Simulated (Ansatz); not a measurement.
**Ta₂N in the anti-CdI2 type structure (space group P-3m1, No. 164)**

```
Ta2N
1.0
    3.05057     0.00000     0.00000
   -1.52528     2.64187     0.00000
    0.00000     0.00000     4.79877
N Ta
1 2
Direct
  0.00000   0.00000   0.00000
  0.33333   0.66667   0.25528
  0.66667   0.33333   0.74472
```

Level of theory: PBEsol-D3(BJ)/PAW in Ansatz (a first-principles code), no SOC. Γ-centred 17×17×10 mesh, Fermi–Dirac width 0.05 eV.

```json
{
 "volume_per_atom": "12.89 Å³",
 "density": "16.14 g/cm³",
 "band_gap": "zero",
 "total_energy": "-6665.319 eV/atom (σ→0; compares only within this code and set-up)"
}
```

No phonon test of stability was made. All final runs are without spin polarisation. An odd electron count without spin: Ta2N.
